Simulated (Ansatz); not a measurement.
Bi₂Te₂Se (R-3m, No. 166, 5 atoms in the cell; start mp-29666), treated with r²SCAN (plane waves, PAW; Ansatz, a program for electronic structure).

Settings: plane-wave cutoff 560 eV, 10×10×10 k mesh, Fermi–Dirac smearing 0.01 eV, scalar-relativistic PAW data made under PBE.

Cell (relaxed at this level):

```cif
data_Bi6Se3Te6
_chemical_formula_sum 'Bi6 Te6 Se3'
_space_group_name_H-M_alt 'R-3m :H'
_space_group_IT_number 166
_space_group_name_Hall '-R 3 2"'
_cell_length_a 4.32688
_cell_length_b 4.32688
_cell_length_c 31.79133
_cell_angle_alpha 90.000
_cell_angle_beta 90.000
_cell_angle_gamma 120.000
loop_
_atom_site_label
_atom_site_type_symbol
_atom_site_symmetry_multiplicity
_atom_site_Wyckoff_symbol
_atom_site_fract_x
_atom_site_fract_y
_atom_site_fract_z
_atom_site_occupancy
Bi1 Bi 6 c 0.00000 0.00000 0.39183 1
Te1 Te 6 c 0.00000 0.00000 0.21981 1
Se1 Se 3 a 0.00000 0.00000 0.00000 1
```
(The calculation used a cell of 5 atoms; values per cell refer to that cell.)

Problem. What does this level give for the band gap?

Solution. 
* **band gap**: 0.73 eV (on the SCF k mesh)

Note: the relaxation could not lower the start's symmetry, so the cell can be a saddle point above a distorted one; the cell has widely spaced layers and the level no dispersion term, so their spacing and the moduli can rest on weak binding.

Spin–orbit coupling is not included; with these elements it can move the gap by several tenths of an eV or more.

A start named mp-… is a Materials Project structure, which need not be a measured phase.
